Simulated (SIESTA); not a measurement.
## Predicting one run from its neighbours: the energy against the mesh, BaTiO₃ (P4mm, 5 atoms in the cell)

```
BaTiO3
1.0
    4.01200     0.00000     0.00000
    0.00000     4.01200     0.00000
    0.00000     0.00000     4.01200
Ba Ti O
1 1 3
Cartesian
  0.00000   0.00000   0.05000
  2.00600   2.00600   2.00600
  2.00600   0.00000   2.00600
  0.00000   2.00600   2.00600
  2.00600   2.00600   0.00000
```

Method: GGA PBE, numerical atomic orbitals DZP, PseudoDojo PBE standard norm-conserving potentials (rewritten from UPF to PSML) (SIESTA 5.4.2).

Base settings: XC.functional = GGA; XC.authors = PBE; potentials = PseudoDojo PBE standard; PAO.BasisSize = DZP; PAO.EnergyShift = 0.005 Ry; MeshCutoff = 300 Ry; kgrid.MonkhorstPack = 3 3 3; OccupationFunction = FD; ElectronicTemperature = 116.05 K; MaxSCFIterations = 150.

The last step of the ladder, which sets the zero, is kgrid.MonkhorstPack = 18 18 18.

The starting cell has typed, rounded lattice constants, without a prior relaxation at this level. Its lattice was rescaled by up to half a per cent. One atom was moved a little off its site on purpose. Values carry the incompleteness of an atom-centred basis. In the cell shown, with a pressure of about 4 GPa the cell is away from its equilibrium volume at this level.

In a gapped crystal the sum over the mesh converges exponentially with the size of the supercell that the mesh stands for: ln(ΔF) = a + b·N.

```
kgrid.MonkhorstPack  divisions along the first axis  F less the last step's (meV/atom)  ln of it
-------------------  ------------------------------  ---------------------------------  --------
2 2 2                                             2                             164.87     5.105
3 3 3                                             3                              24.82     3.212
4 4 4                                             4                               4.89     1.587
5 5 5                                             5                                  ?         ?
6 6 6                                             6                               0.34    -1.079
```

### Question
Fit the line to the 4 rows given and predict the withheld one.

### Answer
Means: x̄ = 3.7500, ȳ = 2.2062. Σ(x − x̄)(y − ȳ) = -13.37 and Σ(x − x̄)² = 8.750, so b = -1.528 and a = ȳ − b·x̄ = 7.9362; each further division cuts the miss by a factor of 4.6. The largest residual of the fitted rows is 0.24. At x = 5 the line gives 0.296, that is 1.34 meV/atom. The run gave 1.31 meV/atom, a miss of 0.03 meV/atom (2 %). The table is a window of a longer ladder. The rows were chosen because the form fits them, the withheld one included, so this shows the method and is no test of the form.

Left out of this page: 9 runs of the series outside the window shown, repeating another row's setting, or not comparable.
